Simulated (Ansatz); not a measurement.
We consider MgO (P3m1, No. 156, 12 atoms in the cell; start mp-775808; a measured phase of this formula has another space group), described by LDA (plane waves, PAW; Ansatz, a quantum-chemistry and plane-wave program).

Numerical settings: plane-wave cutoff 520 eV, 12×12×4 k mesh (along the axes of the cell as run), Fermi–Dirac smearing 0.01 eV, scalar-relativistic PAW data made under PBE.

Cell (relaxed at this level):

```yaml
crystal:
  lattice:
    - [2.79354, -1.61285, 0.00045]
    - [2.79354, 1.61285, 0.00045]
    - [-0.00245, 0.00000, 15.30405]
  atoms:
    - { symbol: Mg, position: [0.33335, 0.33335, 0.64817] }
    - { symbol: Mg, position: [0.33335, 0.33335, 0.97934] }
    - { symbol: Mg, position: [0.00002, 0.00002, 0.81375] }
    - { symbol: Mg, position: [0.00002, 0.00002, 0.48196] }
    - { symbol: Mg, position: [0.00002, 0.00002, 0.14754] }
    - { symbol: Mg, position: [0.66668, 0.66668, 0.31376] }
    - { symbol: O, position: [0.33335, 0.33335, 0.85162] }
    - { symbol: O, position: [0.33335, 0.33335, 0.52040] }
    - { symbol: O, position: [0.00002, 0.00002, 0.01851] }
    - { symbol: O, position: [0.00002, 0.00002, 0.68603] }
    - { symbol: O, position: [0.00002, 0.00002, 0.35293] }
    - { symbol: O, position: [0.66668, 0.66668, 0.18599] }
```

Problem. Predict the band gap.

Solution. 
- band gap = 3.66 eV (direct)

Computed values are for the static lattice.

Computing time: around 60 core-seconds (rough).

A start named mp-… is a Materials Project structure, which need not be a measured phase.
